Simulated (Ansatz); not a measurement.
## HfO2: pressure series

The reference is HfO₂ in the rutile structure (space group P4_2/mnm, No. 136; a = 4.830 Å, c = 3.210 Å; a cell from a computed database, its experimental status unchecked).

Cell and atoms are relaxed at each pressure.

Levels (all Ansatz, a program for electronic structure, PAW): PBEsol (420 eV, scalar-relativistic without spin-orbit coupling); HSE06 (420 eV, no spin-orbit coupling).

Band gaps by level, all at the geometries relaxed with PBEsol:

| case | PBEsol | HSE06 |
|---|---|---|
| base | 3.89 eV | 5.66 eV |
| pressure −2 GPa | 3.87 eV | 5.63 eV |
| pressure −1 GPa | 3.88 eV | 5.64 eV |
| pressure 0.3 GPa | 3.90 eV | 5.66 eV |
| pressure 1.5 GPa | 3.91 eV | 5.68 eV |
| pressure 3 GPa | 3.93 eV | 5.71 eV |
| pressure 7.5 GPa | 4.00 eV | 5.77 eV |
| pressure 10 GPa | 4.03 eV | 5.81 eV |

Single points use the geometry relaxed with PBEsol. With Hf present, leaving out spin-orbit coupling can change the band edges. Load acts through the strain it causes; cell and atoms are relaxed under it. Whether these cells are dynamically stable was not tested. No other phases were tried under pressure. This is not the structure that HfO2 has at room temperature and ambient pressure.
